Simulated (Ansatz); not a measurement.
A periodic model of amorphous Si10Al16O44:

```xyz
70
Lattice="9.6847 -0.2161 0.1399 -0.2161 9.5444 -0.0159 0.1399 -0.0159 9.6950" Properties=species:S:1:pos:R:3 pbc="T T T"
Si     2.2472     4.3509     5.7234
Si     1.8923     3.8318     0.5188
Si     4.3572     6.1772     7.2740
Si     6.5345     5.9324     5.1124
Si     9.1161     7.0413     1.6198
Si     2.4055     0.7026     0.8943
Si     6.9874     8.5666     8.4785
Si     3.8584     8.8816     5.6314
Si     3.9654     6.1042     0.8397
Si     5.4649     0.0526     1.0459
Al     6.9376     3.8699     7.1697
Al     8.8042     6.3279     8.1885
Al     0.7664     5.1863     3.1148
Al     6.9194     0.7109     5.7627
Al     8.8621     3.1504     2.0490
Al     6.6660     5.0962     2.4964
Al     1.8697     1.5525     5.9461
Al     4.7357     7.5396     3.0456
Al     8.9287     7.9127     5.5485
Al     6.9566     2.7452     0.1022
Al     9.6641     0.1944     3.6223
Al     0.1514     3.2856     8.0105
Al     8.4590     0.5520     1.0174
Al     1.9180     8.0988     3.1119
Al     0.3656     9.4417     8.1158
Al     9.2267     2.8771     5.1777
O      0.6746     1.5546     7.3718
O      8.4957     4.5168     7.9027
O     -0.0376     7.9862     7.0817
O      8.0108     6.1613     2.3608
O      3.3651     8.1013     4.1907
O      4.3159     7.7024     6.7289
O      6.4401     4.6235     4.1696
O      8.0502     6.3762     5.5220
O      1.9063     0.1495     2.3634
O      0.6249     1.7222     4.6299
O      8.4353     9.1851     9.1541
O      2.9608     2.9103     5.7330
O      0.5505     8.4872     4.2726
O      5.7755     5.3420     6.5919
O      5.7856     8.5084     9.5737
O      1.5532     4.0500     8.7178
O      0.8189     6.8177     2.3760
O      5.4770     8.9914     2.4748
O      6.1153     3.1639     8.4871
O      7.2031     3.7031     1.5757
O      8.2425    -0.1747     4.9133
O      3.3160     7.3408     1.7492
O      6.9612     0.1003     7.3643
O      2.0298     5.1057     4.2870
O      5.7094     7.0937     4.4240
O      8.9599     1.4553     2.4765
O      2.0835     2.2889     0.8980
O      7.2097     7.0220     8.1205
O      3.0628     5.3853     6.7004
O      3.1542     4.7089     1.0307
O      5.2639     0.3771     5.3016
O      6.6904     1.1620     0.8857
O      0.6701     4.2977     1.5445
O      8.8240     8.6360     1.9750
O      0.6462     3.9555     6.2083
O      9.1042     3.8902     3.7434
O      1.5331     9.4620     9.4017
O      4.3693     6.1805     8.9140
O      9.5048     6.6161     9.7766
O      2.7405     0.0709     6.2150
O      8.8986     2.3661     9.7004
O      7.6156     2.5422     5.9882
O      5.2954     6.0023     1.8283
O      4.0237     0.6808     0.7193
```

These are PBE, scalar-relativistic without spin-orbit coupling (plane waves to 420 eV, PAW; Ansatz, a program for electronic structure) values and carry that method's errors.

It comes from a melt-quench run on a machine-learned potential (CHGNet), relaxed afterwards by DFT. O atoms were pushed apart under 1.9 Å during the dynamics, to hinder bonds among them. The hot cell started wider than the set density and was brought back towards it in steps. It is the lowest in DFT energy of 8 quenches. It is a model cell: composition and starting density were chosen by hand, and all elements were melted together. No dispersion term was used. Its density started from a set value of 2.67 and ended at 2.63 g/cm³. The simulated quench (nominally 280 K/ps over its main leg) is rapid and tends to freeze in more defects than a deposited or slowly cooled glass has. Values belong to this one cell and scatter from quench to quench. Volume and shape were free in the relaxation.

Neighbours within Si-Si 2.60 Å, Si-Al 2.55 Å, Si-O 1.96 Å, Al-Al 2.66 Å, Al-O 2.38 Å, O-O 1.58 Å count as bonded. Two cations that share two anions don't count as bonded, nor two that share one unless they lie closer than Si-Si 2.38 Å, Si-Al 2.48 Å, Al-Al 2.59 Å.

Problem. Give the coordination numbers, mean bond lengths and angles.

Solution. 
```
Item                                                               Value
---------------------------------  -------------------------------------
Mean coordination of Si by anions                       4.00 (10 with 4)
Mean coordination of Al by anions   4.44 (10 with 4, 5 with 5, 1 with 6)
Mean coordination of O             2.52 (22 with 2, 21 with 3, 1 with 4)
Mean Al-O bond                      1.843 Å (spread 0.111 Å, 71 counted)
Mean Si-O bond                      1.641 Å (spread 0.046 Å, 40 counted)
Bond angle at Si                                mean 109.4°, spread 5.8°
Bond angle at Al                               mean 107.7°, spread 21.2°
Bond angle at O                                mean 122.7°, spread 19.3°
```

Problem. List the pairs of like atoms that count as bonded by the rules above.

Solution. There are none by these rules.

Problem. What Bader charges do the atoms carry, from a run on the zone centre alone?

Solution. Means (range): Si +3.27 e (+3.24 to +3.29), Al +2.53 e (+2.51 to +2.55), O -1.66 e (-1.70 to -1.63).
```json
[
 {"atom": "Si1", "charge (e)": "+3.26"},
 {"atom": "Si2", "charge (e)": "+3.29"},
 {"atom": "Si3", "charge (e)": "+3.27"},
 {"atom": "Si4", "charge (e)": "+3.24"},
 {"atom": "Si5", "charge (e)": "+3.26"},
 {"atom": "Si6", "charge (e)": "+3.29"},
 {"atom": "Si7", "charge (e)": "+3.26"},
 {"atom": "Si8", "charge (e)": "+3.26"},
 {"atom": "Si9", "charge (e)": "+3.26"},
 {"atom": "Si10", "charge (e)": "+3.28"},
 {"atom": "Al11", "charge (e)": "+2.51"},
 {"atom": "Al12", "charge (e)": "+2.53"},
 {"atom": "Al13", "charge (e)": "+2.53"},
 {"atom": "Al14", "charge (e)": "+2.54"},
 {"atom": "Al15", "charge (e)": "+2.54"},
 {"atom": "Al16", "charge (e)": "+2.55"},
 {"atom": "Al17", "charge (e)": "+2.53"},
 {"atom": "Al18", "charge (e)": "+2.55"},
 {"atom": "Al19", "charge (e)": "+2.52"},
 {"atom": "Al20", "charge (e)": "+2.52"},
 {"atom": "Al21", "charge (e)": "+2.55"},
 {"atom": "Al22", "charge (e)": "+2.53"},
 {"atom": "Al23", "charge (e)": "+2.54"},
 {"atom": "Al24", "charge (e)": "+2.55"},
 {"atom": "Al25", "charge (e)": "+2.54"},
 {"atom": "Al26", "charge (e)": "+2.52"},
 {"atom": "O27", "charge (e)": "-1.68"},
 {"atom": "O28", "charge (e)": "-1.67"},
 {"atom": "O29", "charge (e)": "-1.68"},
 {"atom": "O30", "charge (e)": "-1.66"},
 {"atom": "O31", "charge (e)": "-1.68"},
 {"atom": "O32", "charge (e)": "-1.64"},
 {"atom": "O33", "charge (e)": "-1.64"},
 {"atom": "O34", "charge (e)": "-1.65"},
 {"atom": "O35", "charge (e)": "-1.66"},
 {"atom": "O36", "charge (e)": "-1.69"},
 {"atom": "O37", "charge (e)": "-1.70"},
 {"atom": "O38", "charge (e)": "-1.64"},
 {"atom": "O39", "charge (e)": "-1.68"},
 {"atom": "O40", "charge (e)": "-1.67"},
 {"atom": "O41", "charge (e)": "-1.65"},
 {"atom": "O42", "charge (e)": "-1.64"},
 {"atom": "O43", "charge (e)": "-1.69"},
 {"atom": "O44", "charge (e)": "-1.64"},
 {"atom": "O45", "charge (e)": "-1.64"},
 {"atom": "O46", "charge (e)": "-1.70"},
 {"atom": "O47", "charge (e)": "-1.68"},
 {"atom": "O48", "charge (e)": "-1.65"},
 {"atom": "O49", "charge (e)": "-1.66"},
 {"atom": "O50", "charge (e)": "-1.65"},
 {"atom": "O51", "charge (e)": "-1.65"},
 {"atom": "O52", "charge (e)": "-1.68"},
 {"atom": "O53", "charge (e)": "-1.66"},
 {"atom": "O54", "charge (e)": "-1.65"},
 {"atom": "O55", "charge (e)": "-1.64"},
 {"atom": "O56", "charge (e)": "-1.65"},
 {"atom": "O57", "charge (e)": "-1.63"},
 {"atom": "O58", "charge (e)": "-1.69"},
 {"atom": "O59", "charge (e)": "-1.69"},
 {"atom": "O60", "charge (e)": "-1.67"},
 {"atom": "O61", "charge (e)": "-1.69"},
 {"atom": "O62", "charge (e)": "-1.68"},
 {"atom": "O63", "charge (e)": "-1.65"},
 {"atom": "O64", "charge (e)": "-1.64"},
 {"atom": "O65", "charge (e)": "-1.65"},
 {"atom": "O66", "charge (e)": "-1.65"},
 {"atom": "O67", "charge (e)": "-1.68"},
 {"atom": "O68", "charge (e)": "-1.68"},
 {"atom": "O69", "charge (e)": "-1.68"},
 {"atom": "O70", "charge (e)": "-1.66"}
]
```
